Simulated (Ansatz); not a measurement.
The starting structures come from a database of crystals and need not be the phases stable at ambient conditions.

 Where the default PAW files enter, the runs use the earlier of Ansatz's two default sets.

```
CELL_PARAMETERS angstrom
      8.62123     0.00000     0.00000
     -2.65631     8.20180     0.00000
      1.10287     1.51645     2.44788
ATOMIC_POSITIONS crystal
  Ge 0.17085 0.76452 0.81463
  Ge 0.82915 0.23548 0.18537
  Ge 0.40633 0.17085 0.67282
  Ge 0.59367 0.82915 0.32718
  Ge 0.23548 0.40633 0.10819
  Ge 0.76452 0.59367 0.89181
  N  0.33333 0.66667 0.75000
  N  0.66667 0.33333 0.25000
  N  0.33037 0.02728 0.39235
  N  0.66963 0.97272 0.60765
  N  0.30309 0.33037 0.61654
  N  0.69691 0.66963 0.38346
  N  0.97272 0.30309 0.47419
  N  0.02728 0.69691 0.52581
```

Space group of this cell: P6_3/m. The cell is taken as given; by PBEsol its mean pressure is 0.6 GPa.

Transport runs along the normal of the first two printed cell vectors, the (111) plane of the conventional cell.

The gap is the functional's own, uncorrected, and κ follows it; spin-orbit coupling is left out. Mid-gap values are interpolated between the computed energies.

Task: State the band gap and the smallest decay constant κ at mid-gap according to PBEsol (Ansatz, an electronic-structure program).

Result: Gap 2.11 eV on a 12×12×12 mesh; κ = 0.201 1/Å, at the zone centre.
